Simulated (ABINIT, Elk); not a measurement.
An Elk input for a self-consistent single point of TiCrB4 (P6/mmm, 6 atoms in the cell) (DFT, LDA (PW92), all-electron FP-LAPW, Elk's shipped species files, APW+lo basis with extra local orbitals):

```
tasks
  0

xctype
  3

tforce
  .true.

rgkmax
  7.5

gmaxvr
  18.0

lmaxapw
  10

lmaxo
  8

nxlo
  2

lorbcnd
  .true.

lradstp
  2

nrmtscf
  2.0

rmtscf
  0.85

lmaxi
  4

stype
  0

swidth
  0.00499791

scale
  5.700037158

avec
    1.0000000000    0.0000000180    0.0000000000
   -0.5000000156    0.8660253948    0.0000000000
    0.0000000000    0.0000000000    2.0328115547

sppath
  'species/'

atoms
  3   : nspecies
  'Ti.in'   : spfname
  1   : natoms; atposl, bfcmt below
  0.0000000000  0.0000000000  0.5000000000    0.0 0.0 0.0
  'Cr.in'   : spfname
  1   : natoms; atposl, bfcmt below
  0.0000000000  0.0000000000  0.0000000000    0.0 0.0 0.0
  'B.in'   : spfname
  4   : natoms; atposl, bfcmt below
  0.3333333333  0.6666666667  0.7595900000    0.0 0.0 0.0
  0.6666666667  0.3333333333  0.2404100000    0.0 0.0 0.0
  0.6666666667  0.3333333333  0.7595900000    0.0 0.0 0.0
  0.3333333333  0.6666666667  0.2404100000    0.0 0.0 0.0

ngridk
  10 10 5
```

Problem. Translate this input to ABINIT.

Solution. One input that does it (others would too):

```
# TiCrB4, PseudoDojo nc-sr-04 LDA standard
pp_dirpath "./"
pseudos "Ti.upf, Cr.upf, B.upf"
acell 3.0163297655 3.0163297655 6.1316300000 Angstrom
rprim
         1.0000000000    0.0000000180    0.0000000000
        -0.5000000156    0.8660253948    0.0000000000
         0.0000000000    0.0000000000    1.0000000000
natom 6
ntypat 3
znucl 22 24 5
typat 1 2 3 3 3 3
xcart
         0.0000000000    0.0000000000    5.7935506988
         0.0000000000    0.0000000000    0.0000000000
        -0.0000000594    3.2909179877    8.8014463506
         2.8500185495    1.6454590453    2.7856550470
         2.8500185495    1.6454590453    8.8014463506
        -0.0000000594    3.2909179877    2.7856550470
ecut 1279 eV
occopt 7
tsmear 0.00499791
nband 25
kptopt 1
ngkpt 10 10 5
nshiftk 1
shiftk 0 0 0
nstep 80
toldfe 1.0e-09
prtwf 0
prtden 0
prtvol 1
```

Basis, cutoffs, solver keys and any potentials are the target program's own. This input uses DFT, LDA (PW92), plane waves, norm-conserving pseudopotentials (PseudoDojo nc-sr-04 LDA standard). LDA parametrisations can differ slightly between programs.

The starting cell comes from a database of computed structures (which also holds hypothetical and non-ambient phases and stackings), without a prior relaxation at this level.
